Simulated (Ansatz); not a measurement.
Results of LDA in Ansatz (PAW) for rock-salt PrN.

Run with plane-wave cutoff 520 eV, 18×18×18 k mesh, Fermi–Dirac smearing 0.05 eV, spin-polarised with parallel moments, scalar-relativistic PAW data made under PBE.

Energies at three volumes about the minimum:

```
V (Å³/atom)  E − E_lowest (meV/atom)
-----------  -----------------------
14.688                          3.07
14.988                          0.00
15.288                          2.85
```

Q: Fit a parabola by hand: where is the minimum, and what is the bulk modulus?

A: Slopes: (0.00 − 3.07)/(14.988 − 14.688) = -10.233 and (2.85 − 0.00)/(15.288 − 14.988) = 9.500 meV/Å³. Curvature E″ = 2 × (9.500 − (-10.233))/(15.288 − 14.688) = 65.777 meV/Å⁶. From the middle of the first interval, the slope vanishes at V0 = 14.8380 − (-10.233)/65.777 = 14.994 Å³/atom. B = V0 E″ = 14.994 × 65.777 meV/Å³ × 0.1602 GPa per meV/Å³ = 158 GPa. The full Birch–Murnaghan fit to all volumes gives V0 = 14.988 Å³/atom and B0 = 158 GPa.

Measured, for comparison: equilibrium volume per atom 17.07 Å³/atom (temperature not stated, not corrected to a static lattice, from a published cell, temperature and pressure not stated; as tabulated in Journal of Nuclear Materials 91, 237 (1980)). Computed less measured: equilibrium volume per atom -12.2 %. For the largest miss, another phase or state or a fault of the measured value is possible beside the level's own.

Note: the magnetic order was assumed, not searched for or taken from measurement; the 4f shell is treated without U or exact exchange, so its levels and filling can be wrong; the volume lies 12 % below that of the published cell.

Ansatz is an electronic-structure program.
